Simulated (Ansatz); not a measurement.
Here is the system:

```
CELL_PARAMETERS angstrom
      0.04736     2.72312     2.74843
      2.76408     0.03117     2.76463
      2.74040     2.71563     0.05485
ATOMIC_POSITIONS crystal
  Si 0.50128 0.49968 0.50202
  Si 0.74872 0.75032 0.74798
```

No spin polarisation.

Calculations: r2SCAN/PAW in Ansatz (a first-principles code), no spin-orbit coupling, earlier PAW set. k-mesh 10×10×10 (Γ-centred); smearing 0.05 eV (Fermi–Dirac).

Q: Predict the valence-band top at Γ (three highest levels, from the VBM).

A: 0.00, -0.04, -0.28 eV.

Q: What gap character does the calculation give?

A: Indirect, Γ → Γ–V (87 % along).

The cells carry an imposed strain or load. No phonon test of stability was made. The cell was made from Si in the diamond structure (space group Fd-3m, No. 227) by this change: strain tensor (xx, yy, zz, yz, xz, xy) = (+0.24, −0.67, +0.26, +0.71, +1.31, +0.44) %.
